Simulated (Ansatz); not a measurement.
Ti under a change: uniaxial strain ε_xx = −2.50 %

The reference is Ti in the hcp (Mg type) structure (space group P6_3/mmc, No. 194; a = 2.9364 Å, c = 4.6402 Å; relaxed with 0.1 eV smearing). Axes: x lies along a and z along c of the hexagonal cell.

Now apply this change: uniaxial strain ε_xx = −2.50 %, all other strain components held at zero; the atoms relax in the strained cell.

Method: Kohn–Sham DFT with the r2SCAN functional, run in Ansatz (an electronic-structure program) with PAW and 500 eV plane waves, no spin-orbit coupling. k-mesh 23×23×13 (Γ-centred); smearing 0.1 eV (Fermi–Dirac).

| quantity | base | changed | shift |
|---|---|---|---|
| volume per atom | 17.32 Å³ | 16.89 Å³ | -0.43 Å³ |
| shortest interatomic distance | 2.874 Å | 2.842 Å | -0.032 Å |
| energy relative to the base (free energy F) | 0 meV/atom | +6.3 meV/atom | +6.3 meV/atom |
| pressure (mean of the normal stresses, compression positive) | 0.0 GPa | 3.1 GPa | +3.1 GPa |
| band gap | zero | zero | – |
| largest internal atomic displacement | – | 0.027 Å | – |
| stress (xx, yy, zz, yz, xz, xy; compression positive) | – | (4.8, 2.6, 1.9, 0.0, 0.0, 0.0) GPa | – |

Final structure:

```
CELL_PARAMETERS angstrom
      2.86298     0.00000     0.00000
     -1.43149     2.54299     0.00000
      0.00000     0.00000     4.64022
ATOMIC_POSITIONS crystal
  Ti 0.66131 0.32262 0.75000
  Ti 0.33869 0.67738 0.25000
```

Cost of the whole job for the changed cell (relaxation, final SCF and bands): around 4 core-minutes (rough).

No phonon test of stability was made. The final runs are not spin-polarised.
